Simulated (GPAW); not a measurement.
```
CELL_PARAMETERS angstrom
      1.62987    -2.82303     0.00000
      1.62987     2.82303     0.00000
      0.00000     0.00000     5.22563
ATOMIC_POSITIONS crystal
  Zn 0.66667 0.33333 0.50957
  Zn 0.33333 0.66667 0.00000
  O  0.66667 0.33333 0.88200
  O  0.33333 0.66667 0.38200
```

Computed with PBE, real-space grid, GPAW PAW datasets PBE (gpaw-data 1.0.1) in GPAW.

The set-up and first iterations of a GPAW log for ZnO (P3m1, 4 atoms in the cell):

```
Input parameters:
  convergence: {bands: -2,
                density: 1e-05}
  h: 0.2
  kpts: {gamma: True,
         size: (3, 3, 2)}
  maxiter: 100
  mode: fd
  nbands: -4
  occupations: {name: fermi-dirac,
                width: 0.02}
  symmetry: {symmorphic: False,
             tolerance: 0.0005}
  xc: PBE

species:
  Zn:
    name: Zinc
    Z: 30.0
    valence: 12
    core: 18
    charge: 0.0
    file: Zn.PBE.gz

    # Using partial waves for Zn as LCAO basis

  O:
    name: Oxygen
    Z: 8.0
    valence: 6
    core: 2
    charge: 0.0
    file: O.PBE.gz

    # Using partial waves for O as LCAO basis

Reference energy: -101804.357908  # eV

Spin-paired calculation

Convergence criteria:
 Maximum [total energy] change in last 3 cyles: 0.0005 eV / valence electron
 Maximum integral of absolute [dens]ity change: 1e-05 electrons / valence electron
 Maximum integral of absolute [eigenst]ate change: 4e-08 eV^2 / valence electron
   [... lines left out ...]
  old densities: 5
  Damping of long wavelength oscillations: 50

Hamiltonian:
  XC and Coulomb potentials evaluated on a 32*32*56 grid
  Interpolation: tri-quintic (5. degree polynomial)
  Poisson solver: FastPoissonSolver using
    Stencil: 8*3+1=25 point O(h^6) finite-difference Laplacian
    FFT axes: [np.int64(0), np.int64(1), np.int64(2)]
    FST axes: []

XC parameters: PBE with 2 nearest neighbor stencil

Number of atoms: 4
Number of atomic orbitals: 26
Number of bands in calculation: 22
Number of valence electrons: 36
Bands to converge: 20

Density initialized from atomic densities
  22 bands from LCAO basis set

Atomic positions and initial magnetic moments

Positions:
   0 Zn     1.629875   -0.941011    2.662814    ( 0.0000,  0.0000,  0.0000)
   1 Zn     1.629875    0.941011    0.000000    ( 0.0000,  0.0000,  0.0000)
   2 O      1.629875   -0.941011    4.609006    ( 0.0000,  0.0000,  0.0000)
   3 O      1.629875    0.941011    1.996191    ( 0.0000,  0.0000,  0.0000)

Unit cell:
           periodic     x           y           z      points  spacing
  1. axis:    yes    1.629875   -2.823026    0.000000    16     0.1764
  2. axis:    yes    1.629875    2.823026    0.000000    16     0.1764
  3. axis:    yes    0.000000    0.000000    5.225630    28     0.1866

  Lengths:   3.259750   3.259750   5.225630
  Angles:   90.000000  90.000000 119.999995

Effective grid spacing dv^(1/3) = 0.1886
     iter     time        total  log10-change:
                         energy   eigst   dens
iter:   1 --:--:--   -21.628519   +1.05
iter:   2 --:--:--   -20.851807   +0.52  -0.97
iter:   3 --:--:--   -18.518988   +0.63  -1.03
iter:   4 --:--:--   -18.652743   +0.13  -1.45
iter:   5 --:--:--   -19.265252   +0.02  -1.45
iter:   6 --:--:--   -18.765756   -0.60  -1.32
iter:   7 --:--:--   -18.751411   -1.19  -1.97
iter:   8 --:--:--   -18.750010c  -1.65  -2.10
iter:   9 --:--:--   -18.742498c  -1.58  -2.13
iter:  10 --:--:--   -18.737073c  -1.85  -2.35
iter:  11 --:--:--   -18.737391c  -2.39  -2.87
iter:  12 --:--:--   -18.737389c  -3.03  -2.93
```

**Question.** How does the run end?

**Answer.** The run ended unconverged after 100 iterations. It gives no final result for the task that was set. The log goes on:

```
   [... 12 lines left out ...]
iter:  25 --:--:--   -18.737325c  -2.17  -4.68
iter:  26 --:--:--   -18.737325c  -2.07  -4.79
iter:  27 --:--:--   -18.737325c  -2.18  -4.47
   [... lines left out ...]
iter:  99 --:--:--   -18.737325c  -5.80  -13.20c
iter: 100 --:--:--   -18.737325c  -5.80  -13.25c

Did not converge!

Here are some tips:

1) Make sure the geometry and spin-state is physically sound.
2) Use less aggressive density mixing.
3) Solve the eigenvalue problem more accurately at each scf-step.
4) Use a smoother distribution function for the occupation numbers.
5) Try adding more empty states.
6) Use enough k-points.
7) Don't let your structure optimization algorithm take too large steps.
8) Solve the Poisson equation more accurately.
9) Better initial guess for the wave functions.

See details here:

    https://gpaw.readthedocs.io/documentation/convergence.html
Traceback (most recent call last):
   [... frames left out ...]
gpaw.KohnShamConvergenceError: Did not converge!  See text output for help.
```

The starting cell has typed, rounded lattice constants, without a prior relaxation at this level. Its lattice was rescaled by up to half a per cent. One atom was moved a little off its site on purpose.

The run was DFT PBE, real-space grid, GPAW PAW datasets PBE (gpaw-data 1.0.1). Main settings of its input:

- mode = fd
- h = 0.2 Å
- xc = PBE
- kpts = 3 3 2
- mesh shift (steps) = 0 0 0
- occupations.name = fermi-dirac
- occupations.width = 0.02 eV
- nbands = -4
- convergence.density = 1e-05 e/electron
- convergence.bands = -2
- symmetry.symmorphic = false
- symmetry.tolerance = 0.0005
